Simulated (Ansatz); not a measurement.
This Ansatz (a first-principles code) input is the reference run, a 12-atom supercell of TiB2 (space group P6/mmm, No. 191) at its relaxed geometry, computed with PBE (Ansatz), no spin-orbit coupling, earlier PAW set:

Ansatz 0.2 input:
```yaml
crystal:
  lattice:
    - [6.0636760574, -0.0000000001, 0]
    - [-3.0318380286, 5.251297506, 0]
    - [3.0318380287, 5.251297506, 3.2242820532]
  atoms:
    - { symbol: Ti, position: [0, 0, 0] }
    - { symbol: Ti, position: [0, 0.5, 0] }
    - { symbol: Ti, position: [0.5, 0, 0] }
    - { symbol: Ti, position: [0.5, 0.5, 0] }
    - { symbol: B, position: [0.6666666667, 0.8333333333, 0.5] }
    - { symbol: B, position: [0.6666666667, 0.3333333333, 0.5] }
    - { symbol: B, position: [0.1666666667, 0.8333333333, 0.5] }
    - { symbol: B, position: [0.1666666667, 0.3333333333, 0.5] }
    - { symbol: B, position: [0.8333333333, 0.6666666667, 0.5] }
    - { symbol: B, position: [0.8333333333, 0.1666666667, 0.5] }
    - { symbol: B, position: [0.3333333333, 0.6666666667, 0.5] }
    - { symbol: B, position: [0.3333333333, 0.1666666667, 0.5] }
basis: { ecutwfc: 420, ecutrho_ratio: 4, xc_grid: 2, fft_grid_basis: typed }
kpoints: { mp_grid: { grid: [12, 12, 12] } }
hamiltonian:
  xc: pbe
  dispersion: none
  pseudopotentials: { azcp: { folder: ./paw }, kind: paw }
scf: { occupations: { method: fermi_dirac, width: 0.05 }, convergence: { dr2_threshold: 0.0000000012 } }
output: { forces: true, stress: true }
checkpoint: { write: state.ck, write_every: 1000 }
```

Task: Write the input for this change: a neutral B interstitial (started 1.54 Å from the nearest host atom), symmetric start, atoms relaxed at fixed cell.

Result: 
Ansatz 0.2 input:
```yaml
crystal:
  lattice:
    - [6.0636760574, -0.0000000001, 0]
    - [-3.0318380286, 5.251297506, 0]
    - [3.0318380287, 5.251297506, 3.2242820532]
  atoms:
    - { symbol: Ti, position: [0, 0, 0] }
    - { symbol: Ti, position: [0, 0.5, 0] }
    - { symbol: Ti, position: [0.5, 0, 0] }
    - { symbol: Ti, position: [0.5, 0.5, 0] }
    - { symbol: B, position: [0.6666666667, 0.8333333333, 0.5] }
    - { symbol: B, position: [0.6666666667, 0.3333333333, 0.5] }
    - { symbol: B, position: [0.1666666667, 0.8333333333, 0.5] }
    - { symbol: B, position: [0.1666666667, 0.3333333333, 0.5] }
    - { symbol: B, position: [0.8333333333, 0.6666666667, 0.5] }
    - { symbol: B, position: [0.8333333333, 0.1666666667, 0.5] }
    - { symbol: B, position: [0.3333333333, 0.6666666667, 0.5] }
    - { symbol: B, position: [0.3333333333, 0.1666666667, 0.5] }
    - { symbol: B, position: [0.0833333333, 0.3333333333, 0.9166666667] }
basis: { ecutwfc: 420, ecutrho_ratio: 4, xc_grid: 2, fft_grid_basis: typed }
kpoints: { mp_grid: { grid: [12, 12, 12] } }
hamiltonian:
  xc: pbe
  dispersion: none
  pseudopotentials: { azcp: { folder: ./paw }, kind: paw }
scf: { occupations: { method: fermi_dirac, width: 0.05 }, convergence: { dr2_threshold: 0.0000000013 } }
relax: { f_tol: 0.02, max_steps: 45 }
output: { forces: true, stress: true }
checkpoint: { write: state.ck, write_every: 1000 }
```
This is the input that was run; other choices of cell and start would serve too.

The cell is small, so the values are those of an ordered compound at a high defect concentration; dilute-limit values will differ. The defect started on the symmetric site and kept its symmetry, so it may sit on a saddle. All final runs are without spin polarisation. The defect cell is not spin-polarised.
